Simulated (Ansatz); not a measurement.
SnI₄ (P-43m, No. 215, 5 atoms in the cell; start mp-571436; a measured phase of this formula has another space group) was calculated with PBEsol in Ansatz (plane waves, PAW).

Numerical settings: plane-wave cutoff 520 eV, 6×6×6 k mesh, Fermi–Dirac smearing 0.01 eV, scalar-relativistic PAW data made under PBE.

Cell (relaxed with PBE-D3(BJ)):

```
CELL_PARAMETERS angstrom
      6.06699     0.00000     0.00000
      0.00000     6.06699     0.00000
      0.00000     0.00000     6.06699
ATOMIC_POSITIONS crystal
  Sn 0.00000 0.00000 0.00000
  I  0.25736 0.74264 0.74264
  I  0.74264 0.74264 0.25736
  I  0.74264 0.25736 0.74264
  I  0.25736 0.25736 0.25736
```

Predict the band gap and smallest direct gap on the k points sampled.


* **band gap**: 0.56 eV
* **smallest direct gap on the k points sampled**: 0.57 eV

Note: cell and atoms aren't relaxed at this level (pressure -0.3 GPa).

Spin–orbit coupling is not included; with these elements it can move the gap by several tenths of an eV or more.

Static lattice: no zero-point or thermal effects.

It cost very roughly 70 core-seconds of CPU time.

A start named mp-… is a Materials Project structure, which need not be a measured phase.

Ansatz is a first-principles code.
